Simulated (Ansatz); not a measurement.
Where the default PAW files enter, the runs use the earlier of Ansatz's two default sets.

The decay constant κ of evanescent states in the gap governs leakage through a thin film.

Here is the system:

```
CELL_PARAMETERS angstrom
      4.03213     0.00000     0.00000
      0.00000    16.76561     0.00000
      2.01607     0.00000     3.49193
ATOMIC_POSITIONS crystal
  In 0.33333 0.66669 0.33333
  In 0.66667 0.33331 0.66667
  In 0.66667 0.16669 0.66667
  In 0.33333 0.83331 0.33333
  Se 0.33333 0.41006 0.33333
  Se 0.66667 0.58994 0.66667
  Se 0.66667 0.91006 0.66667
  Se 0.33333 0.08994 0.33333
```

Space group of this cell: P6_3/mmc. The cell was relaxed by PBE-D3(BJ).

Transport runs along the normal of the first two printed cell vectors, the (100) plane of the conventional cell.

No gap correction and no spin-orbit coupling; mid-gap values are interpolated between computed energies.

Q: Predict the band gap and the smallest decay constant κ at mid-gap from Ansatz (a first-principles code) with r2SCAN.

A: Gap 0.79 eV on a 10×2×10 mesh; κ = 0.104 1/Å, at the zone centre.
